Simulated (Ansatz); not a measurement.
SiS2 (Ibam), Ansatz (an electronic-structure program) with PBEsol+D3BJ, rigid bands: N_v = 9.11e19 cm⁻³ at 300 K and a hole conductivity mass of 1.01 mₑ along x (a = (-2.72, 4.43, 2.74) Å; b = (2.72, -4.43, 2.74) Å; c = (2.72, 4.43, -2.74) Å).

**Question.** For 1e17 holes per cm³ at 300 K, place the Fermi level, estimate the Seebeck coefficient of a parabolic band with constant τ, and give mobility and conductivity for τ = 50 fs.

**Answer.** The level lies k_BT ln(N_v/p) = 0.176 eV above the valence-band maximum. S ≈ +(k_B/e)[ln(N_v/p) + 5/2] = 803 μV/K, against 796 μV/K from the full bands (mean over directions). μ = eτ/m = 87.1 cm²/(V·s) and σ = peμ = 1.40 S/cm. τ is assumed, not computed.

Band transport and this doping are assumed; polarons and phonon drag are left out. Spin-orbit coupling is left out; where it splits the top of the valence band, N_v and the p-type Seebeck coefficient come out somewhat high without it. Geometry: cell and atoms relaxed with PBEsol+D3(BJ).

Formula and space group known from diffraction (Crystallography Open Database), not checked to be the room-temperature form: SiS2 (Ibam).
